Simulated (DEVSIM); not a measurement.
Device: abrupt GaAs p-n junction, at 300 K.

```
layer (left to right)  material  thickness (μm)  Nd (cm⁻³)  Na (cm⁻³)  τn (s)  τp (s)
---------------------  --------  --------------  ---------  ---------  ------  ------
1                          GaAs            8.40          -     1.6e15  8.6e-9  8.6e-9
2                          GaAs            20.0     9.8e14          -  8.6e-9  8.6e-9
```

Left contact: ohmic. Right contact: ohmic. Voltage is applied to the left contact. Recombination: SRH at mid-gap. Mobility is constant in doping.

The device is made up for the run: typed textbook-type constants, with dimensions and the other settings drawn at random. Values at 300 K.

| parameter | GaAs |
|---|---|
| gap (eV) | 1.424 |
| affinity (eV) | 4.07 |
| permittivity | 12.9 |
| Nc (cm⁻³) | 4.7e17 |
| Nv (cm⁻³) | 9e18 |
| μn (cm²/Vs) | 8500 |
| μp (cm²/Vs) | 400 |

DEVSIM, 1D drift-diffusion, Boltzmann statistics, complete ionisation; no tunnelling, impact ionisation, image-force lowering or self-heating.

Q: Tabulate band edges, carrier densities and field at -20.0 V on the left contact.

A: Energies count from the Fermi level of the right contact; mesh points crowd at the junctions.

```csv
x (μm),Ec (eV),Ev (eV),n (cm⁻³),p (cm⁻³),field (V/cm)
0.000,21.201,19.777,< 1e2,1.6e15,≈ 0
0.03980,21.201,19.777,< 1e2,1.6e15,≈ 0
0.1452,21.201,19.777,< 1e2,1.6e15,≈ 0
0.4244,21.201,19.777,< 1e2,1.6e15,≈ 0
1.620,21.201,19.777,< 1e2,1.6e15,≈ 0
4.200,21.201,19.777,< 1e2,1.6e15,≈ 0
6.893,19.670,18.246,< 1e2,6500,-26000
8.006,15.383,13.959,< 1e2,2500,-51000
8.266,13.981,12.557,< 1e2,2100,-57000
8.365,13.412,11.988,< 1e2,2000,-59000
8.401,13.195,11.771,< 1e2,1900,-60000
8.468,12.797,11.373,< 1e2,1900,-59000
8.621,11.913,10.489,< 1e2,1900,-57000
9.027,9.719,8.295,< 1e2,1800,-51000
10.77,2.874,1.450,260,1400,-27000
14.75,0.160,-1.264,9.8e14,< 1e2,≈ 0
22.52,0.160,-1.264,9.8e14,< 1e2,≈ 0
26.20,0.160,-1.264,9.8e14,< 1e2,≈ 0
27.82,0.160,-1.264,9.8e14,< 1e2,≈ 0
28.20,0.160,-1.264,9.8e14,< 1e2,≈ 0
28.34,0.160,-1.264,9.8e14,< 1e2,≈ 0
28.40,0.160,-1.264,9.8e14,< 1e2,≈ 0
```
